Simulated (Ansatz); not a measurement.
Formation energy of the bound charge states of N vacancy + 1 H in zinc-blende BN (start: the N site; 1 H on the vacancy's neighbours; 64-site cell, 2×2×2 shifted sampling) against the Fermi level, N-rich (Δμ(N) = 0.00 eV, Δμ(H) = -0.34 eV, bounded by NH3 molecule; only phases computed here count, gases as isolated molecules at 0 K). All values below come from PBE, PAW (plane waves to 420 eV; Ansatz, a quantum-chemistry and plane-wave program).

Details: 64-site cell; 2×2×2 shifted k-points; host gap 4.46 eV; charged states image-corrected; not converged in cell size.

| E_F − E_VBM (eV) | q = +2 | q = +1 | q = 0 | q = −1 |
|---|---|---|---|---|
| 0.00 | 3.06 | 5.35 | 7.97 | 12.23 |
| 0.56 | 4.18 | 5.91 | 7.97 | 11.67 |
| 1.12 | 5.29 | 6.47 | 7.97 | 11.11 |
| 1.67 | 6.41 | 7.03 | 7.97 | 10.56 |
| 2.23 | 7.52 | 7.58 | 7.97 | 10.00 |
| 2.79 | 8.64 | 8.14 | 7.97 | 9.44 |
| 3.35 | 9.75 | 8.70 | 7.97 | 8.88 |
| 3.90 | 10.87 | 9.26 | 7.97 | 8.32 |
| 4.46 | 11.99 | 9.82 | 7.97 | 7.77 |

Crossings of the lowest lines: (+2/+1) at 2.29 eV; (+1/0) at 2.62 eV; (0/−1) at 4.26 eV.
